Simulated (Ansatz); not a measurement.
Worked example: zone-centre phonon calculation of AlTc2 (I4/mmm, 3 atoms in the cell) in Ansatz (a program for electronic structure).

Method: LDA (PW92), default PAW files made with PBE (plane waves; Ansatz).

```
CELL_PARAMETERS angstrom
     -1.48306     1.48306     4.70677
      1.48306    -1.48306     4.70677
      1.48306     1.48306    -4.70677
ATOMIC_POSITIONS crystal
  Al 0.00000 0.00000 0.00000
  Tc 0.66991 0.66991 0.00000
  Tc 0.33009 0.33009 0.00000
```

Reference input (self-consistent single point, DFT, LDA (PW92), plane waves, default PAW files made with PBE): basis.ecutwfc = 500 eV; kpoints.mp_grid.grid = 13 13 13; hamiltonian.xc = lda; hamiltonian.pseudopotentials = {kind: paw} (the program's default PAW files); scf.occupations.method = fermi_dirac; scf.occupations.width = 0.1 eV. This run's input differs from it in these lines:

```diff
@@ -18,6 +18,5 @@
   occupations: { method: fermi_dirac, width: 0.1 }
-output:
-  forces: true
-  eigenvalues: true
-  stress: true
+  convergence: { dr2_threshold: 1.0e-09 eV }
+phonons:
+  method: dfpt
```

Output (repeated stretches shortened):

```
SCF iter   1: F=—  HF=-11077.128945 eV  |F-HF|=—  |Δ(HF+E_count)|=         —  Δρ=4.85e-2  dr2=1.03e0  ethr=3.10e-3  ⟨swp⟩=4.7  Hψ=28212  notcnv=0
all-band conjugate gradients solve this SCF's bands
preconditioner: auto → Kerker (q_TF=auto, 2.627 Å⁻¹)
SCF iter   2: F=—  HF=-11076.845200 eV  |F-HF|=—  |Δ(HF+E_count)|=   2.84e-1  Δρ=2.67e-2  dr2=3.91e-1  ethr=3.10e-3  ⟨swp⟩=2.0  Hψ=11293  notcnv=0
   [... lines left out ...]
SCF iter   5: F=—  HF=-11076.681498 eV  |F-HF|=—  |Δ(HF+E_count)|=   2.45e-4  Δρ=1.62e-4  dr2=1.20e-5  ethr=1.51e-6  ⟨swp⟩=2.0  Hψ=10649  notcnv=0
SCF iter   6: F=—  HF=-11076.681495 eV  |F-HF|=—  |Δ(HF+E_count)|=   3.77e-6  Δρ=3.40e-5  dr2=3.99e-7  ethr=3.65e-8  ⟨swp⟩=2.0  Hψ=10045  notcnv=0
SCF iter   7: F=—  HF=-11076.681494 eV  |F-HF|=—  |Δ(HF+E_count)|=   9.41e-7  Δρ=5.98e-6  dr2=1.38e-8  ethr=1.21e-9  ⟨swp⟩=2.5  Hψ=12369  notcnv=0
SCF iter   8: F=-11076.681494 eV  HF=-11076.681494 eV  |F-HF|=6.00e-11  |Δ(HF+E_count)|=   2.89e-9  Δρ=8.94e-7  dr2=2.28e-10  ethr=3.03e-12  ⟨swp⟩=7.1  Hψ=36874  notcnv=0
SCF 1 converged in 8 iterations: F = -11076.681494 eV  dr2 = 2.28e-10
DFPT response loops at Γ: preconditioner auto → Kerker (q_TF=auto, 2.627 Å⁻¹) (partly filled bands, converged f_vac=0.000) …
Free energy (F): -11076.681494 eV
Internal energy: -11076.628261 eV  (E = F + TS)
E sigma→0 (E₀):  -11076.654877 eV
Entropy (-TS):   -0.053233 eV (-17.744 meV/atom)
Fermi energy:    18.476239 eV
--- Phonons (Γ-DFPT): 4 representative perturbations + reference, on 343 of 2197 k-points (Σ response iterations 18) ---
  k mesh reduced under 4 symmetry operations, with k and −k counted as one. Each operation leaves every solved displacement unchanged or reverses it
  ASR residual: 1.471e-3 → 0.000e0 eV/Å²; symmetrization residual: 3.683e-7 eV/Å²
  ASR residual per site (eV/Å²): 1.22e-4 1.47e-3 1.47e-3
  Γ frequencies (cm⁻¹): 0.00 0.00 0.00 266.19 266.19 289.86 289.86 295.32 335.79
  non-analytic LO–TO correction: not included (Born effective charges unavailable; polar crystals: no LO–TO splitting at Γ)
```

The run converged in 8 iterations. 

Summary of the result:
| Item | Result |
|---|---|
| Free energy E − TS (on the zero of these files) | -11076.6815 eV |
| Fermi level (on the code's own zero) | 18.48 eV |
| Zone-centre frequencies (cm⁻¹; negative means imaginary) | 0, 0, 0, 266, 266, 290, 290, 295, 336 |

The starting cell comes from a database of computed structures (which also holds hypothetical and non-ambient phases and stackings), without a prior relaxation at this level. Its lattice was rescaled by up to half a per cent. Spin polarisation is off.

Cost on one core of a shared machine: roughly 5 min.

Keys are those of Ansatz 0.2.
